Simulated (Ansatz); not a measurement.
Convergence study of the k-point mesh for Sb (R-3m, 2 atoms in the cell)

```yaml
crystal:
  lattice:
    - [3.97713, -2.16578, 0.00000]
    - [3.97713, 2.16578, 0.00000]
    - [2.79774, 0.00000, 3.56101]
  atoms:
    - { symbol: Sb, position: [0.23791, 0.23791, 0.23791] }
    - { symbol: Sb, position: [0.76650, 0.76650, 0.76650] }
```

Method: PBEsol, default PAW files made with PBE (plane waves; Ansatz, a program for electronic structure).

Base settings: basis.ecutwfc = 420 eV; kpoints.mp_grid.grid = 9 9 9; hamiltonian.xc = pbesol; hamiltonian.pseudopotentials = {kind: paw} (the program's default PAW files); scf.occupations.method = fermi_dirac; scf.occupations.width = 0.1 eV.

The second cell is the first with its lattice scaled by 0.98.

Only quantities that move along the ladder and can be compared are tabulated.

The count of work is k-points × plane waves × bands × iterations; it is no time. Core times come from one kind of shared machine, to one figure; runs under 30 s give none.

The starting cell has typed, rounded lattice constants, without a prior relaxation at this level. Its lattice was rescaled by up to half a per cent. One atom was moved a little off its site on purpose. Ansatz's pressure includes its estimate of the finite-basis (Pulay) stress.

Steps (kpoints.mp_grid.grid): 2 2 2; 3 3 3; 4 4 4; 5 5 5; 6 6 6; 7 7 7; 8 8 8; 9 9 9; 10 10 10; 11 11 11; 12 12 12; 13 13 13; 16 16 16; 18 18 18; 20 20 20; 22 22 22; 25 25 25; 27 27 27; 30 30 30.

Q: What is the coarsest kpoints.mp_grid.grid that holds the energy of the compressed cell less the first within 0.2 meV/atom of the last step, with all finer ones?

A: 9 9 9, at 0.034 of the last step's count of work; the step before is off by 0.27 meV/atom.

Q: What is the coarsest kpoints.mp_grid.grid that holds the forces within 0.005 eV/Å of the last step, with all finer ones?

A: 11 11 11, at 0.058 of the last step's count of work; the step before is off by 0.012 eV/Å.

Q: What is the coarsest kpoints.mp_grid.grid that holds the pressure within 0.2 GPa of the last step, with all finer ones?

A: 4 4 4, at 0.0052 of the last step's count of work; the step before is off by 0.78 GPa.

```csv
kpoints.mp_grid.grid,free energy less the last step's (meV/atom),energy of the compressed cell less the first (meV/atom),pressure (GPa),largest difference of a force vector from the last step's (eV/Å),count of work / last,core time / last (rough)
2 2 2,990.67,68.92,4.44,1.989,0.0018,–
3 3 3,-49.44,13.92,-0.67,0.285,0.0021,–
4 4 4,-21.55,3.35,-1.44,0.255,0.0052,–
5 5 5,-18.72,2.32,-1.54,0.134,0.0065,–
6 6 6,-8.14,3.28,-1.41,0.131,0.011,–
7 7 7,-9.80,3.32,-1.44,0.044,0.015,–
8 8 8,-4.76,2.61,-1.48,0.033,0.022,–
9 9 9,-3.83,2.80,-1.45,0.022,0.034,–
10 10 10,-2.72,3.01,-1.45,0.012,0.046,–
11 11 11,-2.22,2.71,-1.47,0.002,0.058,–
12 12 12,-1.33,2.81,-1.46,0.004,0.076,–
13 13 13,-1.13,2.84,-1.46,0.003,0.093,–
16 16 16,-0.37,2.83,-1.46,0.004,0.17,–
18 18 18,-0.14,2.84,-1.46,0.004,0.23,0.2
20 20 20,-0.04,2.86,-1.45,0.003,0.31,0.3
22 22 22,0.00,2.87,-1.45,0.002,0.41,0.4
25 25 25,0.01,2.88,-1.45,0.001,0.59,0.6
27 27 27,0.01,2.89,-1.45,0.000,0.73,0.8
30 30 30,0.00,2.89,-1.45,0.000,1.0,1
```

The energy difference between the two cells stays within 1 meV/atom of the last step's from 4 4 4 on, the total only from 16 16 16 on: much of the error is common to both cells and cancels.

Keys are those of Ansatz 0.2.
